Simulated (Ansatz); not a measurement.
Consider a periodic stack without vacuum, fcc Cu (0 0 1) on polar orthorhombic HfO2 (0 0 1) (film strained to the substrate, started from cuts of the bulks and a machine-learned relaxation; slabs Hf12O24 and Cu24, which can lie off the formulas): substrate slab Hf12O24, film Cu24, surface cells [[0, -1], [1, 0]] and [[2, 0], [2, 2]], film strained by -1.3 and +3.1 %, outermost planes O/Hf and Cu/Cu as cut, which need not be the usual terminations and can put a slab off its formula. Its start:

```yaml
crystal:
  lattice:
    - [5.06908, 0.00000, 0.00006]
    - [0.00000, 5.29387, -0.00031]
    - [-1.68918, 2.20459, 26.55321]
  atoms:
    - { symbol: Hf, position: [0.32602, 0.46342, 0.16714] }
    - { symbol: Hf, position: [0.29966, 0.93993, 0.07083] }
    - { symbol: Hf, position: [0.74765, 0.44001, 0.07080] }
    - { symbol: Hf, position: [0.78608, 0.96350, 0.16710] }
    - { symbol: O, position: [0.12427, 0.80855, 0.14764] }
    - { symbol: O, position: [0.06090, 0.64925, 0.04772] }
    - { symbol: O, position: [0.97100, 0.14919, 0.04779] }
    - { symbol: O, position: [0.97494, 0.30859, 0.14767] }
    - { symbol: O, position: [0.46321, 0.25431, 0.02737] }
    - { symbol: O, position: [0.50183, 0.19208, 0.12175] }
    - { symbol: O, position: [0.57995, 0.69209, 0.12176] }
    - { symbol: O, position: [0.55499, 0.75427, 0.02734] }
    - { symbol: Hf, position: [0.38708, 0.38470, 0.35744] }
    - { symbol: Hf, position: [0.35779, 0.85824, 0.26229] }
    - { symbol: Hf, position: [0.81797, 0.35816, 0.26230] }
    - { symbol: Hf, position: [0.85157, 0.88473, 0.35745] }
    - { symbol: O, position: [0.19480, 0.73387, 0.34000] }
    - { symbol: O, position: [0.16174, 0.52433, 0.24470] }
    - { symbol: O, position: [0.00248, 0.02442, 0.24463] }
    - { symbol: O, position: [0.03246, 0.23395, 0.33988] }
    - { symbol: O, position: [0.53070, 0.16736, 0.21751] }
    - { symbol: O, position: [0.56147, 0.11096, 0.31332] }
    - { symbol: O, position: [0.64805, 0.61074, 0.31338] }
    - { symbol: O, position: [0.61533, 0.66742, 0.21754] }
    - { symbol: Hf, position: [0.43316, 0.32074, 0.54785] }
    - { symbol: Hf, position: [0.41631, 0.78099, 0.45264] }
    - { symbol: Hf, position: [0.88348, 0.28029, 0.45263] }
    - { symbol: Hf, position: [0.92485, 0.81885, 0.54846] }
    - { symbol: O, position: [0.24053, 0.65400, 0.52313] }
    - { symbol: O, position: [0.22271, 0.44848, 0.43290] }
    - { symbol: O, position: [0.06492, 0.94922, 0.43242] }
    - { symbol: O, position: [0.10251, 0.15194, 0.52326] }
    - { symbol: O, position: [0.59272, 0.09103, 0.40914] }
    - { symbol: O, position: [0.61854, 0.03405, 0.50655] }
    - { symbol: O, position: [0.71472, 0.53240, 0.50692] }
    - { symbol: O, position: [0.67929, 0.59120, 0.40934] }
    - { symbol: Cu, position: [0.40356, 0.28267, 0.69932] }
    - { symbol: Cu, position: [0.89904, 0.28281, 0.70022] }
    - { symbol: Cu, position: [0.40228, 0.78507, 0.69975] }
    - { symbol: Cu, position: [0.90059, 0.78458, 0.70005] }
    - { symbol: Cu, position: [0.13134, 0.55855, 0.63459] }
    - { symbol: Cu, position: [0.63277, 0.56058, 0.63137] }
    - { symbol: Cu, position: [0.12721, 0.06325, 0.63329] }
    - { symbol: Cu, position: [0.62952, 0.05457, 0.63205] }
    - { symbol: Cu, position: [0.44477, 0.22971, 0.83430] }
    - { symbol: Cu, position: [0.94406, 0.23073, 0.83290] }
    - { symbol: Cu, position: [0.44425, 0.72925, 0.83428] }
    - { symbol: Cu, position: [0.94484, 0.73023, 0.83292] }
    - { symbol: Cu, position: [0.17378, 0.50782, 0.76636] }
    - { symbol: Cu, position: [0.67083, 0.50820, 0.76676] }
    - { symbol: Cu, position: [0.17445, 0.00846, 0.76676] }
    - { symbol: Cu, position: [0.67118, 0.00800, 0.76699] }
    - { symbol: Cu, position: [0.50660, 0.14270, 0.96334] }
    - { symbol: Cu, position: [0.00069, 0.21506, 0.97321] }
    - { symbol: Cu, position: [0.46817, 0.64266, 0.96334] }
    - { symbol: Cu, position: [0.98077, 0.71505, 0.97315] }
    - { symbol: Cu, position: [0.21031, 0.44906, 0.90084] }
    - { symbol: Cu, position: [0.72606, 0.45281, 0.90110] }
    - { symbol: Cu, position: [0.20739, 0.95293, 0.90112] }
    - { symbol: Cu, position: [0.72302, 0.94905, 0.90083] }
```

The start was prepared with a machine-learned potential, and the result is one local minimum, with the in-plane cell held and forces under 0.04 eV/Å; the film can end far from its bulk form.

Calculation: PBE (plane waves to 420 eV, PAW; Ansatz, a first-principles code). No spin–orbit coupling; the runs are not spin-polarised; PBE gaps are too small against experiment. Its k-point mesh 5×5×1, Fermi–Dirac width 0.05 eV.

Task: Predict the relaxed interface.

Result: interface area: 26.8 Å²
period: 26.57 Å
heights between the nearest atoms of the two slabs at the two interfaces: 2.26 and 1.29 Å
Cu–Hf contacts across the interfaces within 1.22 times the sum of covalent radii: 16, mean 3.11 Å
Cu–O contacts across the interfaces within 1.22 times the sum of covalent radii: 6, mean 2.01 Å
